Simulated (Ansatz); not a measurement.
Base system: AlN in the wurtzite structure (space group P6_3mc, No. 186; a = 3.130 Å, c = 5.018 Å). Axes: x lies along a and z along c of the hexagonal cell.

Structures relaxed with plane-wave PAW DFT at the PBE level (Ansatz, an electronic-structure program, 420 eV), no spin-orbit coupling.

Base:

Simulated powder pattern, Cu Kα, λ = 1.54184 Å (kinematic, ideal powder, no thermal factors, no anomalous dispersion; the 10 strongest lines at most, above 2 %, up to 2θ = 90°):

```tsv
2θ (°)	I/Imax (%)	hkl
33.04	100	(100)
35.79	62	(002)
37.72	94	(101)
49.50	34	(102)
59.02	61	(110)
65.58	55	(103)
69.33	9.0	(200)
70.98	43	(112)
72.19	15	(201)
80.55	7.3	(202)
```

After one change:

Simulated powder pattern, Cu Kα, λ = 1.54184 Å (kinematic, ideal powder, no thermal factors, no anomalous dispersion; the 10 strongest lines at most, above 2 %, up to 2θ = 90°):

| 2θ (°) | I/Imax (%) |
|---|---|
| 33.67 | 100 |
| 35.44 | 64 |
| 38.19 | 100 |
| 49.68 | 34 |
| 60.21 | 61 |
| 65.45 | 60 |
| 70.79 | 8.9 |
| 71.85 | 42 |
| 73.57 | 16 |
| 81.73 | 7.2 |

Question: Which change produced these results?
A) biaxial strain −1.80 %, plane normal [001], relaxed out of plane
B) biaxial strain −3.00 %, plane normal [001], relaxed out of plane
C) biaxial strain −0.60 %, plane normal [001], relaxed out of plane
D) biaxial strain −2.40 %, plane normal [001], relaxed out of plane

Answer: A, biaxial strain −1.80 %, plane normal [001], relaxed out of plane. Its volume per atom is 10.36 Å³ against 10.65 Å³, and its space group is P6_3mc (No. 186).

Stability against distortions was not tested.
